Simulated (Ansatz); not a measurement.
BaAl₄ (I4/mmm, No. 139) was calculated with rVV10 in Ansatz (PAW).

Settings: plane-wave cutoff 520 eV, 18×18×18 k mesh, Fermi–Dirac smearing 0.05 eV, scalar-relativistic PAW data made under PBE.

Cell (relaxed at this level):

```cif
data_Al4Ba
_chemical_formula_sum 'Ba1 Al4'
_space_group_name_H-M_alt 'P 1'
_space_group_IT_number 1
_cell_length_a 6.52193
_cell_length_b 6.52193
_cell_length_c 6.52193
_cell_angle_alpha 138.904
_cell_angle_beta 138.904
_cell_angle_gamma 59.521
loop_
_space_group_symop_operation_xyz
  'x, y, z'
loop_
_atom_site_label
_atom_site_type_symbol
_atom_site_fract_x
_atom_site_fract_y
_atom_site_fract_z
_atom_site_occupancy
Ba1 Ba 0.00000 0.00000 0.00000 1
Al1 Al 0.75000 0.25000 0.50000 1
Al2 Al 0.25000 0.75000 0.50000 1
Al3 Al 0.38087 0.38087 0.00000 1
Al4 Al 0.61913 0.61913 0.00000 1
```

Question: Estimate the bulk modulus B0 and pressure derivative B′ of the bulk modulus that the calculation returns.

Answer: 
- bulk modulus B0: 50.2 GPa
- pressure derivative B′ of the bulk modulus: 4.4

The run finds no gap.

Note: the bulk modulus comes from volumes at which shape and atoms were relaxed.

Spin–orbit coupling is not included.

Cost on a shared machine: about 16 core-minutes (a rough figure).

Ansatz is a quantum-chemistry and plane-wave program.
